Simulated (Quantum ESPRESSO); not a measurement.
Input and output of a self-consistent single point for CaCd₂ (Imma, 6 atoms in the cell) (Quantum ESPRESSO).

Method of the run: LDA (PZ), GBRV 1.5 ultrasoft (LDA) pseudopotentials (plane waves; Quantum ESPRESSO).

```
CaCd2
1.0
   -2.46894     3.78884     4.19787
    2.46894    -3.78884     4.19787
    2.46894     3.78884    -4.19787
Ca Cd
2 4
Cartesian
  0.00000   1.89442   4.54587
  2.46894   1.89442  -0.34800
  0.00000   3.42602   1.38152
  2.46894   0.36282   2.81635
  0.00000   0.36282   1.38152
  2.46894   3.42602   2.81635
```

Reference input (self-consistent single point, DFT, LDA (PZ), plane waves, GBRV 1.5 ultrasoft (LDA) pseudopotentials): ecutwfc = 40 Ry; ecutrho = 200 Ry; occupations = smearing; smearing = fd; degauss = 0.0073499 Ry; potentials = {Ca: ca_lda_v1.uspp.F.UPF, Cd: cd_lda_v1.uspp.F.UPF}; K_POINTS = automatic 4 4 4 0 0 0; conv_thr = 1e-10 Ry; mixing_beta = 0.5. This run's input differs from it in these lines:

```diff
@@ -33,3 +33,3 @@
 K_POINTS {automatic}
-4 4 4  0 0 0
+7 7 7  0 0 0
 CELL_PARAMETERS {bohr}
```

Output (repeated stretches shortened):

```
     Self-consistent Calculation

     iteration #  1     ecut=    40.00 Ry     beta= 0.50

     Threshold (ethr) on eigenvalues was too large:
     Diagonalizing with lowered threshold

     negative rho (up, down):  8.046E-02 0.000E+00

     total energy              =    -607.96553381 Ry
     estimated scf accuracy    <       0.41328532 Ry

     iteration #  2     ecut=    40.00 Ry     beta= 0.50

     negative rho (up, down):  8.140E-02 0.000E+00

     total energy              =    -608.05714246 Ry
     estimated scf accuracy    <       0.01465869 Ry

     iteration #  3     ecut=    40.00 Ry     beta= 0.50
     c_bands:  1 eigenvalues not converged

     negative rho (up, down):  8.176E-02 0.000E+00

     total energy              =    -608.06117938 Ry
     estimated scf accuracy    <       0.00154527 Ry

   [... 6 blocks of this kind left out ...]

     iteration # 10     ecut=    40.00 Ry     beta= 0.50

     negative rho (up, down):  8.236E-02 0.000E+00

     total energy              =    -608.06157023 Ry
     estimated scf accuracy    <          2.5E-10 Ry

     iteration # 11     ecut=    40.00 Ry     beta= 0.50

     negative rho (up, down):  8.236E-02 0.000E+00
     End of self-consistent calculation

     the Fermi energy is     8.6193 ev

!    total energy              =    -608.06157023 Ry
     estimated scf accuracy    <          7.1E-11 Ry
     smearing contrib. (-TS)   =      -0.00915513 Ry
     internal energy E=F+TS    =    -608.05241511 Ry

     convergence has been achieved in  11 iterations

     negative rho (up, down):  8.236E-02 0.000E+00

     Forces acting on atoms (cartesian axes, Ry/au):

     atom    1 type  1   force =    -0.00000000   -0.00000000   -0.00194287
     atom    2 type  1   force =     0.00000000    0.00000000    0.00194287
     atom    3 type  2   force =     0.00000000   -0.00079169    0.00031770
     atom    4 type  2   force =     0.00000000    0.00079169   -0.00031770
     atom    5 type  2   force =     0.00000000    0.00079169    0.00031770
   [... lines left out ...]
     Total force =     0.003234     Total SCF correction =     0.000009
   [... lines left out ...]

     negative rho (up, down):  8.236E-02 0.000E+00
          total   stress  (Ry/bohr**3)                   (kbar)     P=      -40.31
  -0.00029533  -0.00000000   0.00000000          -43.44       -0.00        0.00
   0.00000000  -0.00025005   0.00000000            0.00      -36.78        0.00
   0.00000000   0.00000000  -0.00027667            0.00        0.00      -40.70

   JOB DONE.
```

The run converged in 11 iterations. Against the reference run the free energy goes down by 4.2 meV/atom, the pressure moves little (-4.06 to -4.03 GPa) and the largest force goes from 0.038 to 0.050 eV/Å.

The starting cell comes from a database of computed structures (which also holds hypothetical and non-ambient phases and stackings), without a prior relaxation at this level. With a pressure of about -4 GPa the cell is away from its equilibrium volume at this level.

Cost on one core of a shared machine: roughly 3 min.
